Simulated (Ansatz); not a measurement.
## TaSi2 under a change: biaxial strain −1.75 %, plane normal [001], relaxed out of plane

Base system: TaSi2 (space group P6_222, No. 180; a = 4.776 Å, c = 6.563 Å). Axes: x lies along a and z along c of the hexagonal cell.

The change: biaxial strain −1.75 %, plane normal [001], relaxed out of plane (Cartesian); in-plane vectors clamped, the third vector and the atoms free.

Computed with r2SCAN (Ansatz, a program for electronic structure), no spin-orbit coupling. Settings: 11×11×7 k-points, 0.05 eV Fermi–Dirac smearing.

```csv
quantity,base,changed,shift
space group,P6_222 (No. 180),P6_222 (No. 180),–
shortest interatomic distance,2.550 Å,2.554 Å,+0.004 Å
"pressure (mean of the normal stresses, compression positive)",0.0 GPa,5.4 GPa,+5.4 GPa
band gap,zero,zero,–
out-of-plane strain (rough),–,+0.69 %,–
mean in-plane stress (compression positive) (rough),–,+8.2 GPa,–
```

Final structure (turned so that z lies along the plane normal):

```
CELL_PARAMETERS angstrom
      4.69243     0.00000     0.00000
      2.34622     4.06377     0.00000
      0.00000     0.00000     6.60788
ATOMIC_POSITIONS crystal
  Ta 0.50000 0.50000 0.00000
  Ta 0.50000 0.00000 0.33333
  Ta 0.00000 0.50000 0.66667
  Si 0.15917 0.15917 0.00000
  Si 0.84083 0.31834 0.33333
  Si 0.68166 0.15917 0.66667
  Si 0.84083 0.84083 0.00000
  Si 0.15917 0.68166 0.33333
  Si 0.31834 0.84083 0.66667
```

Without a gap, meshes like the base's 11×11×7 leave anisotropic stresses uncertain by several tenths of a GPa, and small strain energies with them. Whether these cells are dynamically stable was not tested. The final runs are not spin-polarised. An odd electron count without spin: TaSi2.
